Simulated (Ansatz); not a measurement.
Worked example: dielectric-response calculation of Sr2H5Rh (I4mm, 8 atoms in the cell) in Ansatz (a program for electronic structure).

Level of theory: LDA (PW92), default PAW files made with PBE (plane waves; Ansatz).

```yaml
crystal:
  lattice:
    - [-2.68171, 2.68171, 3.89768]
    - [2.68171, -2.68171, 3.89768]
    - [2.68171, 2.68171, -3.89768]
  atoms:
    - { symbol: Sr, position: [0.74937, 0.24937, 0.50000] }
    - { symbol: Sr, position: [0.24937, 0.74937, 0.50000] }
    - { symbol: H, position: [0.77278, 0.21576, 0.00000] }
    - { symbol: H, position: [0.21576, 0.21576, 0.44298] }
    - { symbol: H, position: [0.21576, 0.77278, 0.00000] }
    - { symbol: H, position: [0.77278, 0.77278, 0.55702] }
    - { symbol: H, position: [0.23950, 0.23950, 0.00000] }
    - { symbol: Rh, position: [0.00769, 0.00769, 0.00000] }
```

Reference input (self-consistent single point, DFT, LDA (PW92), plane waves, default PAW files made with PBE): basis.ecutwfc = 420 eV; kpoints.mp_grid.grid = 7 7 7; hamiltonian.xc = lda; hamiltonian.pseudopotentials = {kind: paw} (the program's default PAW files); scf.occupations.method = fixed. This run's input differs from it in these lines:

Ansatz 0.2 input:
```diff
@@ -18,3 +18,3 @@
 kpoints:
-  mp_grid: { grid: [7, 7, 7] }
+  mp_grid: { grid: [5, 5, 5] }
 hamiltonian:
@@ -24,6 +24,4 @@
   occupations: { method: fixed }
-output:
-  forces: true
-  eigenvalues: true
-  stress: true
+dielectric:
+  field_mesh: kpoints
```

Log, with long lists cut:

```
SCF iter   1: F=—  HF=-13250.410414 eV  |F-HF|=—  |Δ(HF+E_count)|=         —  Δρ=1.06e-2  dr2=1.35e-1  ethr=1.77e-3  ⟨swp⟩=5.0  Hψ=4831  notcnv=0  defer=183
all-band conjugate gradients solve this SCF's bands
preconditioner: auto → Resta (q_TF=auto, 2.316 Å⁻¹)
SCF iter   2: F=—  HF=-13250.377020 eV  |F-HF|=—  |Δ(HF+E_count)|=   3.34e-2  Δρ=5.12e-3  dr2=3.12e-2  ethr=3.22e-4  ⟨swp⟩=2.1  Hψ=1559  notcnv=0  defer=234
   [... lines left out ...]
SCF iter   7: F=—  HF=-13250.367451 eV  |F-HF|=—  |Δ(HF+E_count)|=   6.34e-6  Δρ=1.44e-5  dr2=3.80e-7  ethr=2.62e-8  ⟨swp⟩=2.1  Hψ=1205  notcnv=0  defer=134
SCF iter   8: F=—  HF=-13250.367443 eV  |F-HF|=—  |Δ(HF+E_count)|=   7.82e-6  Δρ=3.35e-6  dr2=1.32e-8  ethr=9.05e-10  ⟨swp⟩=2.6  Hψ=1739  notcnv=0  defer=124
SCF iter   9: F=—  HF=-13250.367443 eV  |F-HF|=—  |Δ(HF+E_count)|=   2.12e-9  Δρ=1.92e-6  dr2=3.74e-9  ethr=3.14e-11  ⟨swp⟩=2.1  Hψ=1801  notcnv=0  defer=124
SCF iter  10: F=-13250.367443 eV  HF=-13250.367443 eV  |F-HF|=3.64e-12  |Δ(HF+E_count)|=  6.95e-10  Δρ=1.98e-7  dr2=3.40e-11  ethr=1.00e-12  ⟨swp⟩=11.3  Hψ=6675  notcnv=0
SCF 1 converged in 10 iterations: F = -13250.367443 eV  dr2 = 3.40e-11
DFPT response loops at Γ: preconditioner auto → Resta (q_TF=auto, 2.316 Å⁻¹)  ε∞=9.1 (no band partly filled) …
   [... lines left out ...]
WARN: field response: the 5×5×5 k-mesh looks too coarse for the field response at k = (0.0000, 0.2000, 0.4000), direct gap 0.848 eV …
Free energy (F): -13250.367443 eV
Fermi energy:    7.350886 eV
   [... lines left out ...]
        -0.00000   -0.66320   -0.00000
        -0.00000   -0.00000   -0.74463
    site 7:
        -1.86215    0.00000    0.00000
         0.00000   -1.86215   -0.00000
        -0.00000   -0.00000   -2.76826
  Z* charge neutrality: 2.499e-5 e pre-enforcement
  k-mesh period / interband length: 27.2 Å / 2.41 Å = 11.26 at k = (0.0000, 0.2000, 0.4000), direct gap 0.848 eV — UNDER 14: by this measure the k-mesh is too coarse for the response
```

The run converged in 10 iterations. 

Summary of the result:
* **Free energy E − TS (on the zero of these files)**: -13250.3674 eV
* **Top of the valence band (on the code's own zero)**: 7.35 eV
* **Gap on the k-point mesh**: 0.72 eV
* **ε∞ at this k-point mesh, which may be far from converged in small-gap cells (xx, yy, zz)**: 7.80, 7.80, 9.39
* **Born charges at this mesh (mean of the diagonal, e)**: Sr 2.12, Sr 2.12, H -0.35, H -0.35, H -0.35, H -0.35, H -0.69, Rh -2.16

The starting cell comes from a database of computed structures (which also holds hypothetical and non-ambient phases and stackings), without a prior relaxation at this level. Its lattice was rescaled by up to half a per cent.

Cost on one core of a shared machine: roughly 60 s.
